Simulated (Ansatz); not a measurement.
Ansatz (a program for electronic structure) run on a (001) slab of LuBRh3 (cut from a parent of space group no. 221; 10 atoms in the cell): self-consistent single point.

Computed with PBEsol, default PAW files made with PBE (plane waves; Ansatz).

The change in words: vacuum of 4 angstrom (first run: 14 Å). Reference geometry:
```xyz
10
Lattice="4.1582 0.0000 0.0000 0.0000 4.1582 0.0000 0.0000 0.0000 20.2374" Properties=species:S:1:pos:R:3 pbc="T T T"
Lu     0.0000     0.0000     9.0791
B      2.0791     2.0791     7.0000
Rh     0.0000     2.0791     7.0000
Rh     2.0791     0.0000     7.0000
Rh     2.0791     2.0791     9.0791
Lu     0.0000     0.0000    13.2374
B      2.0791     2.0791    11.1582
Rh     0.0000     2.0791    11.1582
Rh     2.0791     0.0000    11.1582
Rh     2.0791     2.0791    13.2374
```

Reference input (self-consistent single point, DFT, PBEsol, plane waves, default PAW files made with PBE): basis.ecutwfc = 420 eV; kpoints.mp_grid.grid = 7 7 1; hamiltonian.xc = pbesol; hamiltonian.pseudopotentials = {kind: paw} (the program's default PAW files); scf.occupations.method = gaussian; scf.occupations.width = 0.1 eV. This run's input differs from it in these lines:

Ansatz 0.2 input:
```diff
@@ -5,14 +5,14 @@
     - [0.000000, 4.158218, 0.000000]
-    - [0.000000, 0.000000, 20.237413]
+    - [0.000000, 0.000000, 10.237414]
   atoms:
-    - { symbol: Lu, position: [0.000000, 0.000000, 0.448630] }
-    - { symbol: B, position: [0.500000, 0.500000, 0.345894] }
-    - { symbol: Rh, position: [0.000000, 0.500000, 0.345894] }
-    - { symbol: Rh, position: [0.500000, 0.000000, 0.345894] }
-    - { symbol: Rh, position: [0.500000, 0.500000, 0.448630] }
-    - { symbol: Lu, position: [0.000000, 0.000000, 0.654106] }
-    - { symbol: B, position: [0.500000, 0.500000, 0.551366] }
-    - { symbol: Rh, position: [0.000000, 0.500000, 0.551366] }
-    - { symbol: Rh, position: [0.500000, 0.000000, 0.551366] }
-    - { symbol: Rh, position: [0.500000, 0.500000, 0.654106] }
+    - { symbol: Lu, position: [0.000000, 0.000000, 0.398451] }
+    - { symbol: B, position: [0.500000, 0.500000, 0.195362] }
+    - { symbol: Rh, position: [0.000000, 0.500000, 0.195362] }
+    - { symbol: Rh, position: [0.500000, 0.000000, 0.195362] }
+    - { symbol: Rh, position: [0.500000, 0.500000, 0.398451] }
+    - { symbol: Lu, position: [0.000000, 0.000000, 0.804638] }
+    - { symbol: B, position: [0.500000, 0.500000, 0.601541] }
+    - { symbol: Rh, position: [0.000000, 0.500000, 0.601541] }
+    - { symbol: Rh, position: [0.500000, 0.000000, 0.601541] }
+    - { symbol: Rh, position: [0.500000, 0.500000, 0.804638] }
 basis:
```

Log, with long lists cut:

```
SCF iter   1: F=—  HF=-67564.055071 eV  |F-HF|=—  |Δ(HF+E_count)|=         —  Δρ=1.02e-2  dr2=5.20e-1  ethr=1.77e-3  ⟨swp⟩=5.9  Hψ=4064  notcnv=0  defer=8
all-band conjugate gradients solve this SCF's bands
preconditioner: auto → LDOS
SCF iter   2: F=—  HF=-67564.099041 eV  |F-HF|=—  |Δ(HF+E_count)|=   4.40e-2  Δρ=1.52e-2  dr2=6.98e-1  ethr=3.29e-4  ⟨swp⟩=2.9  Hψ=1967  notcnv=0  defer=91
   [... lines left out ...]
SCF iter  10: F=—  HF=-67564.001322 eV  |F-HF|=—  |Δ(HF+E_count)|=   1.04e-6  Δρ=2.44e-5  dr2=1.96e-6  ethr=6.50e-9  ⟨swp⟩=2.3  Hψ=1467  notcnv=0  defer=75
SCF iter  11: F=—  HF=-67564.001322 eV  |F-HF|=—  |Δ(HF+E_count)|=   6.72e-8  Δρ=1.03e-5  dr2=4.49e-7  ethr=1.24e-9  ⟨swp⟩=2.0  Hψ=1496  notcnv=0  defer=75
SCF iter  12: F=—  HF=-67564.001322 eV  |F-HF|=—  |Δ(HF+E_count)|=   4.99e-8  Δρ=6.35e-6  dr2=1.68e-7  ethr=2.84e-10  ⟨swp⟩=2.2  Hψ=1552  notcnv=0  defer=75
SCF iter  13: F=-67564.001322 eV  HF=-67564.001322 eV  |F-HF|=2.53e-8  |Δ(HF+E_count)|=   2.28e-9  Δρ=2.49e-6  dr2=2.79e-8  ethr=6.33e-11  ⟨swp⟩=12.4  Hψ=5635  notcnv=0
SCF 1 converged in 13 iterations: F = -67564.001322 eV  dr2 = 2.79e-8
Free energy (F): -67564.001322 eV
Internal energy: -67563.952847 eV  (E = F + TS)
E sigma→0 (E₀):  -67563.977084 eV
Entropy (-TS):   -0.048475 eV (-4.848 meV/atom)
Fermi energy:    14.493122 eV
--- Forces (eV/Å), atoms counted from 1 ---
  atom   1  Lu    -0.00000000     0.00000000    -0.61549797
  atom   2  B     -0.00000000     0.00000000    -0.81311955
  atom   3  Rh     0.00000000     0.00000000     0.59647932
  atom   4  Rh     0.00000000     0.00000000     0.59647932
  atom   5  Rh     0.00000000     0.00000000    -0.35759292
  atom   6  Lu     0.00000000     0.00000000    -0.07146808
  atom   7  B     -0.00000000     0.00000000     0.83257557
  atom   8  Rh     0.00000000     0.00000000     0.40260191
  atom   9  Rh     0.00000000     0.00000000     0.40260191
  atom  10  Rh    -0.00000000     0.00000000    -0.97301347
--- Stress (GPa, compression-positive) ---
       -8.435208       0.000000      -0.000000
        0.000000      -8.435208       0.000000
       -0.000000       0.000000     -10.684741
  P = ⅓ Tr σ = -9.1851 GPa (-91.851 kbar)
  The stress holds the Pulay correction. Without it, at fixed plane waves, as pw.x and ABINIT print it: P = -9.2764 GPa
```

The run converged in 13 iterations. Against the reference run the free energy goes down by 69.0 meV/atom and the largest force goes from 1.266 to 0.973 eV/Å.

The starting cell comes from a database of computed structures (which also holds hypothetical and non-ambient phases and stackings), without a prior relaxation at this level. The slab is cut from that crystal, and its faces are unrelaxed. Its lattice was rescaled by up to half a per cent. Spin-orbit coupling is off. Spin polarisation is off. The two faces of this cut differ, and no dipole correction was used.

Cost on one core of a shared machine: roughly 40 s.
